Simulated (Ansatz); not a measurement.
**SnSe: carrier doping**

Base system: SnSe (space group Pnma, No. 62; a = 11.492 Å, b = 4.169 Å, c = 4.385 Å; layered, stacked along the Cartesian x axis).

Carriers are added at fixed cell with a uniform background; the Fermi–Dirac width is that of 300 K.

The values are results of PBE-D3(BJ) (Ansatz, a first-principles code; PAW; 420 eV plane waves; spin-orbit coupling left out), earlier PAW set, not measurements.

Notes on the quantities. Fermi level from band edge: Fermi level relative to the doped band's edge (positive inside the band; to 0.05 eV).

```json
[
 {"change": "undoped", "Fermi level from band edge": "–", "largest internal atomic displacement": "–", "gap between the host's bands": "0.46 eV"},
 {"change": "electrons 3.0×10^21 cm⁻³", "Fermi level from band edge": "+0.65 eV", "largest internal atomic displacement": "0.055 Å", "gap between the host's bands": "0.30 eV"},
 {"change": "holes 2.0×10^21 cm⁻³", "Fermi level from band edge": "+0.55 eV", "largest internal atomic displacement": "0.080 Å", "gap between the host's bands": "0.35 eV"},
 {"change": "holes 3.0×10^21 cm⁻³", "Fermi level from band edge": "+0.65 eV", "largest internal atomic displacement": "0.160 Å", "gap between the host's bands": "0.27 eV"}
]
```

Carriers are added with a uniform compensating background; total energy and stress of such cells depend on the potential's zero and are not compared; many-body gap narrowing is missing at this level. No phonon test of stability was made. The D3 term's C6 switches between coordination references near this geometry, which can add small steps to energies.
